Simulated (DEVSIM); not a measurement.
System: abrupt InP n-p junction, at 250 K.

Layer 1 from the left is InP, thickness (μm) 25.0, Nd (cm⁻³) 5.7e15, τn (s) 1.4e-8, τp (s) 1.4e-8. Layer 2 from the left is InP, thickness (μm) 32.0, Na (cm⁻³) 1.3e17, τn (s) 1.4e-8, τp (s) 1.4e-8.

Left contact: ohmic. Right contact: ohmic. Voltage is applied to the left contact. Recombination: SRH at mid-gap. Mobility is constant in doping.

The device is made up for the run: typed textbook-type constants, with dimensions and the other settings drawn at random. Values at 300 K; Nc and Nv go as T^1.5, mobilities as T to minus their exponent, the gap by Varshni's rule with the affinity fixed.

InP: gap (eV) 1.344, affinity (eV) 4.38, permittivity 12.5, Nc (cm⁻³) 5.7e17, Nv (cm⁻³) 1.1e19, μn (cm²/Vs) 5200, μp (cm²/Vs) 170, T exponent of μn 2, T exponent of μp 2, Varshni α (eV/K) 0.000363, Varshni β (K) 162.

Task: Estimate by hand the built-in potential, the peak field at zero bias, the capacitance at 6 V, and compare with a numerical solution.

Result: 
- Built-in potential: ni = √(Nc Nv) exp(−Eg/2kT) = 37600 cm⁻³ with Eg = 1.360 eV; Vbi = kT/q ln(Na Nd/ni²) = 1.177 V; numerical 1.177 V.
- Peak field at zero bias: depletion approximation: W = √(2εVbi/(qN)) = 0.546 μm with N = 5.46e15 cm⁻³; field = 2Vbi/W = 43100 V/cm; numerical 42700 V/cm (estimate above by 0.95 %).
- Capacitance at 6 V: C = √(qεN / 2(Vbi + |V|)) = 8.21 nF/cm²; numerical 8.24 nF/cm².

DEVSIM, 1D drift-diffusion, Boltzmann statistics, complete ionisation; no tunnelling, impact ionisation, image-force lowering or self-heating.
